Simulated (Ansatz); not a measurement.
The reference is HfS$_{2}$ in the rutile structure (space group P4_2/mnm, No. 136; a = 6.024 Å, c = 3.652 Å; a hypothetical phase, not in the database extracts checked).

Modification: cell and atoms relaxed at a pressure of 4.2 GPa.

Levels (all Ansatz, a quantum-chemistry and plane-wave program, PAW, earlier PAW set): PBEsol (420 eV, scalar-relativistic without spin-orbit coupling); HSE06 (420 eV, no spin-orbit coupling); PBEsol+SOC (600 eV, noncollinear with spin-orbit coupling).

One geometry, relaxed with PBEsol, under each level:

```csv
level,band gap,lowest conduction level above the VBM at special points,electron mass
PBEsol,0.15 eV,Γ 0.15 eV; M 0.43 eV; R 0.76 eV,0.20 mₑ (at Γ)
HSE06,0.97 eV,Γ 0.97 eV; M 1.26 eV; R 1.61 eV,–
PBEsol+SOC,0.14 eV,Γ 0.14 eV; M 0.43 eV; R 0.74 eV; X 1.17 eV,"0.20 mₑ along c, 0.19 mₑ across (at Γ)"
```

Single points use the geometry relaxed with PBEsol. Their cutoffs differ, which shifts pressures a little. HSE06 gaps are upper bounds (no full band path). The spin-orbit shifts are approximate. Spin-orbit coupling, missing from the scalar runs, can matter with Hf. Load acts through the strain it causes; cell and atoms are relaxed under it. Masses are band curvatures over ±0.01 Å⁻¹ around the edge. No phonon test of stability was made. A zero or small gap of HfS2 can be the functional's error rather than a property of the material.
